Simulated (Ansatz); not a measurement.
**SrHfO3 (P4mm, No. 99, 5 atoms in the cell; start mp-13108; a measured phase of this formula has another space group)**

Calculation: LDA in Ansatz (PAW).

Run with plane-wave cutoff 520 eV, 8×8×8 k mesh, Fermi–Dirac smearing 0.01 eV, scalar-relativistic PAW data made under PBE.

Cell (relaxed with PBEsol):

HfSrO$_{3}$ has the tetragonal space group P4mm (No. 99), Pearson symbol tP5. Cell: a = 4.099 Å, b = 4.099 Å, c = 4.133 Å, α = 90.00°, β = 90.00°, γ = 90.00°. Sr on 1b has 4 O at 2.707 Å and 4 O at 2.906 Å and 4 O at 3.129 Å. Hf on 1a sees 6 O at 2.012–2.121 Å (octahedral). O1 on 2c is coordinated by 2 Hf at 2.054 Å and 2 Sr at 2.707 Å and 2 Sr at 3.129 Å (octahedral). O2 on 1a is surrounded by 1 Hf at 2.012 Å and 1 Hf at 2.121 Å and 4 Sr at 2.906 Å (octahedral). (Neighbours: up to the widest gap in distance over summed covalent radii, below 1.35, at either atom; cation-cation and far metal-metal contacts left out.)

```yaml
band_gap: 3.66 eV
smallest_direct_gap_on_the_k_points_sampled: 3.87 eV
```

Note: cell and atoms aren't relaxed at this level (pressure -4.7 GPa).

Spin–orbit coupling is not included.

The computed numbers hold no vibrational or temperature effects.

Computing time: around 70 core-seconds (rough).

A start named mp-… is a Materials Project structure, which need not be a measured phase.

Ansatz is a quantum-chemistry and plane-wave program.
